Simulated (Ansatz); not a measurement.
## monoclinic HfO2 (0 0 1) on alpha cristobalite (0 0 1) (film strained to the substrate, started from cuts of the bulks and a machine-learned relaxation)

A periodic stack without vacuum, monoclinic HfO2 (0 0 1) on alpha cristobalite (0 0 1) (film strained to the substrate, started from cuts of the bulks and a machine-learned relaxation): substrate slab Si8O16, film Hf12O24, surface cells [[0, 1], [-1, 0]] and [[0, 1], [-1, 0]], film strained by -2.5 and -1.5 %, outermost planes O/O and Hf/Hf as cut, which need not be the usual terminations and can put a slab off its formula.

The start was prepared with a machine-learned potential, and the result is one local minimum, with the in-plane cell held and forces under 0.04 eV/Å; the film can end far from its bulk form.

The numbers are results of PBE (plane waves to 420 eV, PAW; Ansatz, a quantum-chemistry and plane-wave program), not measurements. Spin–orbit coupling is left out; the runs are not spin-polarised; PBE gaps are too small against experiment. Its k-point mesh 5×5×1, Fermi–Dirac width 0.05 eV.

- interface area = 25.8 Å²
- period = 30.66 Å
- gaps between the outermost planes at the two interfaces = 1.53 and 1.22 Å
- Hf–O contacts across the interfaces within 1.22 times the sum of covalent radii = 4, mean 2.23 Å
- Hf–Si contacts across the interfaces within 1.22 times the sum of covalent radii = 3, mean 3.00 Å
- O–Si contacts across the interfaces within 1.22 times the sum of covalent radii = 2, mean 1.63 Å

```yaml
crystal:
  lattice:
    - [5.08025, 0.00043, 0.19276]
    - [0.00421, 5.08241, -0.09660]
    - [1.29278, -0.18224, 30.73862]
  atoms:
    - { symbol: Si, position: [0.17952, 0.20206, 0.14757] }
    - { symbol: Si, position: [0.88483, 0.76766, 0.03208] }
    - { symbol: Si, position: [0.70689, 0.27280, 0.08904] }
    - { symbol: Si, position: [0.23241, 0.71000, 0.20598] }
    - { symbol: O, position: [0.18504, 0.41085, 0.18839] }
    - { symbol: O, position: [0.40498, 0.28578, 0.11018] }
    - { symbol: O, position: [0.79811, 0.54807, 0.06812] }
    - { symbol: O, position: [0.89553, 0.19667, 0.12673] }
    - { symbol: O, position: [0.18262, 0.86083, 0.03435] }
    - { symbol: O, position: [0.21798, 0.90854, 0.16566] }
    - { symbol: O, position: [0.52395, 0.74607, 0.22357] }
    - { symbol: O, position: [0.70558, 0.04621, 0.04926] }
    - { symbol: Si, position: [0.06514, 0.21086, 0.37983] }
    - { symbol: Si, position: [0.70431, 0.80154, 0.26413] }
    - { symbol: Si, position: [0.59831, 0.31123, 0.32263] }
    - { symbol: Si, position: [0.16088, 0.74120, 0.43200] }
    - { symbol: O, position: [0.14519, 0.41237, 0.42172] }
    - { symbol: O, position: [0.29955, 0.24075, 0.34146] }
    - { symbol: O, position: [0.61203, 0.60567, 0.30334] }
    - { symbol: O, position: [0.79207, 0.31113, 0.36220] }
    - { symbol: O, position: [0.01249, 0.76489, 0.24651] }
    - { symbol: O, position: [0.01035, 0.90842, 0.39536] }
    - { symbol: O, position: [0.44050, 0.89785, 0.43252] }
    - { symbol: O, position: [0.67943, 0.10291, 0.28299] }
    - { symbol: Hf, position: [0.17281, 0.64429, 0.54900] }
    - { symbol: Hf, position: [0.30309, 0.14966, 0.48404] }
    - { symbol: Hf, position: [0.66972, 0.22583, 0.56341] }
    - { symbol: Hf, position: [0.70975, 0.75617, 0.63697] }
    - { symbol: O, position: [0.89204, 0.89554, 0.57573] }
    - { symbol: O, position: [0.48204, 0.06950, 0.62251] }
    - { symbol: O, position: [0.42623, 0.95618, 0.53410] }
    - { symbol: O, position: [0.04271, 0.80078, 0.48257] }
    - { symbol: O, position: [0.42513, 0.53309, 0.59607] }
    - { symbol: O, position: [0.93141, 0.43788, 0.60643] }
    - { symbol: O, position: [0.99692, 0.31829, 0.52129] }
    - { symbol: O, position: [0.49992, 0.43513, 0.51109] }
    - { symbol: Hf, position: [0.09001, 0.85013, 0.72554] }
    - { symbol: Hf, position: [0.20456, 0.31802, 0.65129] }
    - { symbol: Hf, position: [0.58036, 0.41194, 0.73907] }
    - { symbol: Hf, position: [0.61187, 0.94265, 0.81289] }
    - { symbol: O, position: [0.80924, 0.09273, 0.75415] }
    - { symbol: O, position: [0.38796, 0.25607, 0.79843] }
    - { symbol: O, position: [0.33237, 0.16341, 0.71056] }
    - { symbol: O, position: [0.96390, 0.99858, 0.66501] }
    - { symbol: O, position: [0.35503, 0.72036, 0.76836] }
    - { symbol: O, position: [0.84911, 0.62554, 0.78608] }
    - { symbol: O, position: [0.89274, 0.53682, 0.69499] }
    - { symbol: O, position: [0.40666, 0.62645, 0.68245] }
    - { symbol: Hf, position: [0.03537, 0.99932, 0.90174] }
    - { symbol: Hf, position: [0.10873, 0.48788, 0.83041] }
    - { symbol: Hf, position: [0.52513, 0.49987, 0.92722] }
    - { symbol: Hf, position: [0.45219, 0.02923, 0.99232] }
    - { symbol: O, position: [0.75146, 0.18225, 0.94137] }
    - { symbol: O, position: [0.31594, 0.37154, 0.98215] }
    - { symbol: O, position: [0.27757, 0.32341, 0.88836] }
    - { symbol: O, position: [0.87110, 0.15932, 0.84609] }
    - { symbol: O, position: [0.30291, 0.84379, 0.94122] }
    - { symbol: O, position: [0.75536, 0.72126, 0.98584] }
    - { symbol: O, position: [0.82061, 0.67294, 0.88316] }
    - { symbol: O, position: [0.31036, 0.80332, 0.85332] }
```
